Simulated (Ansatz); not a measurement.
Start from SiO2 in the rutile structure (space group P4_2/mnm, No. 136).

Space group P4₂/mnm (No. 136); a = b = 4.1848 Å, c = 2.6684 Å, α = β = γ = 90.00°

```json
[
 {"atom": "Si", "site": "2a", "symmetry": "m.mm", "x": "0.0000", "y": "0.0000", "z": "0.0000"},
 {"atom": "O", "site": "4g", "symmetry": "m.2m", "x": "0.1939", "y": "0.1939", "z": "0.5000"}
]
```

Method: Ansatz (an electronic-structure program), r2SCAN, PAW, cutoff 500 eV, no SOC, earlier PAW set.

For the base:

The band gap is 6.53 eV and the lattice parameter a is 4.185 Å.

Modification: every Si is replaced by Pb; the structure is relaxed again.

Tabulated Pauling electronegativity and covalent radius: Si 1.90, 1.11 Å; Pb 2.33, 1.46 Å.

Task: What does the calculation give for the band gap after the change?

Result: The band gap changes from 6.53 eV to zero.

Task: How does this affect the lattice parameter a?

Result: The lattice parameter a rises by 0.802 Å (4.185 Å → 4.987 Å).

With Pb present, leaving out spin-orbit coupling can change the band edges. Whether these cells are dynamically stable was not tested. The final runs are not spin-polarised. Gaps under 0.05 eV, about the width of the smearing, are given as zero. A zero or small gap of PbO2 can be the functional's error rather than a property of the material.
